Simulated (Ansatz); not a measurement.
Consider ZnO in the wurtzite structure (space group P6_3mc, No. 186; a = 3.2300 Å, c = 5.2144 Å). Axes: x lies along a and z along c of the hexagonal cell.

All numbers come from Ansatz (an electronic-structure program) PBEsol, no spin-orbit coupling.

It is then changed as follows: uniaxial strain ε_xx = +2.40 %, all other strain components held at zero; the atoms relax in the strained cell.

Predict the stress tensor and what it implies for the stiffness.

Stress of the strained cell less that of the base (GPa, compression positive):
```
  -4.74    0.00    0.00
   0.00   -2.77    0.00
   0.00    0.00   -2.44
```

Then −Δσ_ii/ε with ε = 0.0240 gives secant stiffness values (nonlinear terms included at this strain): C11 ≈ 198 GPa, C12 ≈ 115 GPa and C13 ≈ 102 GPa.

As a check, the harmonic strain energy −½ V₀ Δσ:ε is 4.2 meV/atom; the computed energy rise is 4.2 meV/atom.

Whether these cells are dynamically stable was not tested.
